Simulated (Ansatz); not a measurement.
Take HfS₂ in the CdI2 type structure (space group P-3m1, No. 164; a = 3.547 Å, c = 5.577 Å; layered, stacked along the Cartesian z axis) as the base. Axes: x lies along a and z along c of the hexagonal cell.

Computed with PBEsol-D3(BJ) (Ansatz, an electronic-structure program), spin-orbit coupling left out.

The change: uniaxial strain ε_xx = +3.00 %, all other strain components held at zero; the atoms relax in the strained cell.

Q: What happens to the stress and largest internal atomic displacement?

A: The stress (xx, yy, zz, yz, xz, xy; compression positive) amounts to (-4.24, -0.80, -0.32, -0.13, 0.00, 0.00) GPa; the largest internal atomic displacement is 0.027 Å.

Stability against distortions was not tested.
